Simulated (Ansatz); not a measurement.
The structure below was relaxed with Ansatz (a program for electronic structure), PBE, PAW, cutoff 420 eV, no spin-orbit coupling, at pressure 30 GPa.

Space group R-3c, hexagonal axes (No. 167); a = 4.649 Å, b = 4.649 Å, c = 12.637 Å, α = 90.00°, β = 90.00°, γ = 120.00°

| atom | site | symmetry | x | y | z |
|---|---|---|---|---|---|
| Al | 12c | 3. | 0.0000 | 0.0000 | 0.1481 |
| O | 18e | .2 | 0.3072 | 0.3072 | 0.2500 |

Task: Write out a cell with all atoms.

Result: 
```xyz
30
Lattice="4.6485 0.0000 0.0000 -2.3243 4.0258 0.0000 0.0000 0.0000 12.6365" Properties=species:S:1:pos:R:3 pbc="T T T"
Al     2.3243     1.3419     6.0831
Al     0.0000     2.6838     3.9770
Al     2.3243     1.3419     2.3412
Al     0.0000     0.0000     4.4473
O     -1.6104     2.7892     3.1591
O      0.7139     1.2366     3.1591
O     -0.7139     3.9204     5.2652
O      1.4278     2.6838     5.2652
O     -0.7139     1.4473     5.2652
O      3.2207     0.0000     3.1591
Al     0.0000     2.6838    10.2953
Al     0.0000     0.0000     8.1892
Al     0.0000     2.6838     6.5534
Al     2.3243     1.3419     8.6595
O      3.0382     0.1054     7.3713
O      3.0382     2.5785     7.3713
O     -0.7139     1.2366     9.4774
O      1.4278     0.0000     9.4774
O      1.6104     2.7892     9.4774
O      0.8964     1.3419     7.3713
Al     0.0000     0.0000     1.8710
Al     2.3243     1.3419    12.4014
Al     0.0000     0.0000    10.7656
Al     0.0000     2.6838     0.2351
O      0.7139     1.4473    11.5835
O      0.7139     3.9204    11.5835
O      1.6104     2.5785     1.0530
O      3.7521     1.3419     1.0530
O      1.6104     0.1054     1.0530
O     -1.4278     2.6838    11.5835
```
This is the conventional cell.

Load acts through the strain it causes; cell and atoms are relaxed under it. Whether these cells are dynamically stable was not tested. No other phases were tried under pressure. The cell was made from Al2O3 in the corundum structure (space group R-3c, No. 167) by this change: pressure 30 GPa.
